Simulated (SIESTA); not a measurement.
Worked example: self-consistent single point of BiN (P1, 4 atoms in the cell) in SIESTA.

Level of theory: LDA PW92, numerical atomic orbitals DZP, PseudoDojo LDA standard norm-conserving potentials (rewritten from UPF to PSML) run with SIESTA.

The change in words: lattice scaled by 0.98. Reference geometry:
```yaml
crystal:
  lattice:
    - [3.61375, 0.00000, 0.00000]
    - [0.34592, 3.64429, 0.00000]
    - [0.07680, -0.00192, 5.31776]
  atoms:
    - { symbol: Bi, position: [0.64966, 0.90401, 0.96119] }
    - { symbol: Bi, position: [0.10100, 0.35162, 0.45974] }
    - { symbol: N, position: [0.69303, 0.94959, 0.54568] }
    - { symbol: N, position: [0.06529, 0.29865, 0.04431] }
```

Reference input (self-consistent single point, DFT, LDA PW92, numerical atomic orbitals DZP, PseudoDojo LDA standard norm-conserving potentials (rewritten from UPF to PSML)): XC.functional = LDA; XC.authors = PW92; potentials = PseudoDojo LDA standard; PAO.BasisSize = DZP; PAO.EnergyShift = 0.005 Ry; MeshCutoff = 400 Ry; kgrid.MonkhorstPack = 5 5 3; OccupationFunction = FD; ElectronicTemperature = 580.23 K; MaxSCFIterations = 150; SCF.Mixer.Method = Pulay; SCF.Mixer.Weight = 0.1. This run's input differs from it in these lines:

```diff
@@ -12,5 +12,5 @@
 %block LatticeVectors
-     6.828988334    0.000000000    0.000000000
-     0.653701620    6.886706239    0.000000000
-     0.145127187   -0.003626384   10.049113776
+     6.692408379    0.000000000    0.000000000
+     0.640628495    6.748971661    0.000000000
+     0.142224568   -0.003554575    9.848131954
 %endblock LatticeVectors
@@ -18,6 +18,6 @@
 %block AtomicCoordinatesAndAtomicSpecies
-     2.734241802    3.292628271    5.111379657  1
-     0.521929154    1.280522305    2.444787902  1
-     2.874826801    3.459532282    2.901796368  2
-     0.342654533    1.088281580    0.235630034  2
+     2.679557296    3.226775124    5.009152294  1
+     0.511490712    1.254911600    2.395892254  1
+     2.817330630    3.390341201    2.843760572  2
+     0.335801577    1.066515860    0.230917444  2
 %endblock AtomicCoordinatesAndAtomicSpecies
```

Output (repeated stretches shortened):

```
        iscf     Eharris(eV)        E_KS(eV)     FreeEng(eV)     dDmax    Ef(eV) dHmax(eV)
   scf:    1    -4966.992761    -4995.138397    -4995.138397  0.774825 -4.855463 11.025687
   scf:    2    -5005.265511    -5000.667058    -5000.667058  0.100783 -4.469948  6.858770
   scf:    3    -5005.076868    -5004.340666    -5004.340667  0.215159 -3.701291  0.749541
   scf:    4    -5003.938884    -5004.236870    -5004.236870  0.053551 -3.918677  1.474616
   scf:    5    -5004.476870    -5004.387508    -5004.387508  0.034433 -3.804087  0.435286
   [... 4 lines left out ...]
   scf:   10    -5004.402619    -5004.402619    -5004.402619  0.000518 -3.766027  0.002699
   scf:   11    -5004.402618    -5004.402618    -5004.402619  0.000129 -3.766050  0.002891
   scf:   12    -5004.402619    -5004.402619    -5004.402620  0.000109 -3.766275  0.000039
   scf:   13    -5004.402619    -5004.402619    -5004.402620  0.000003 -3.766277  0.000026
SCF Convergence by DM+H criterion
max |DM_out - DM_in|         :     0.0000034494
max |H_out - H_in|      (eV) :     0.0000260196
SCF cycle converged after 13 iterations

Using DM_out to compute the final energy and forces

siesta: E_KS(eV) =            -5004.4026

siesta: E_KS - E_eggbox =     -5004.4026

siesta: Atomic forces (eV/Ang):
     1   -0.942654   -1.110692    0.895442
     2    1.083029    1.025890    0.850725
     3   -0.750438   -0.634062   -0.867929
     4    0.612057    0.717892   -0.872731
   Tot    0.001994   -0.000972    0.005507
   Max    1.110692
   Res    0.877654    sqrt( Sum f_i^2 / 3N )
   Max    1.110692    constrained

Stress tensor Voigt[x,y,z,yz,xz,xy] (kbar):     -154.10     -142.49     -152.17       -0.46        4.90       -4.49
(Free)E + p*V (eV/cell)    -4998.2485
   [... lines left out ...]
siesta: FreeEng =     -5004.402620
   [... lines left out ...]
siesta:    -0.096181   -0.002800    0.003060
siesta:    -0.002800   -0.088938   -0.000287
siesta:     0.003060   -0.000287   -0.094980

siesta: Cell volume =         65.913944 Ang**3

siesta: Pressure (static):
siesta:                Solid            Molecule  Units
siesta:           0.00101688          0.00122193  Ry/Bohr**3
siesta:           0.09336607          0.11219218  eV/Ang**3
siesta:         149.58893410        179.75169548  kBar
```

The run converged in 13 iterations. Against the reference run the free energy rises by 63.6 meV/atom, the pressure goes from 5.33 to 14.96 GPa, the largest force goes from 1.025 to 1.717 eV/Å and the gap on the mesh goes from 1.139 to 1.160 eV.

The starting cell comes from a database of computed structures (which also holds hypothetical and non-ambient phases and stackings), without a prior relaxation at this level. Its lattice was rescaled by a random factor within 2.5 % of one. For this run, on top of that: lattice scaled by 0.98. Spin-orbit coupling is off. Values carry the incompleteness of an atom-centred basis. With a pressure of about 15 GPa the cell is away from its equilibrium volume at this level. Forces in this geometry exceed 1 eV/Å.

Cost on one core of a shared machine: roughly 30 s.
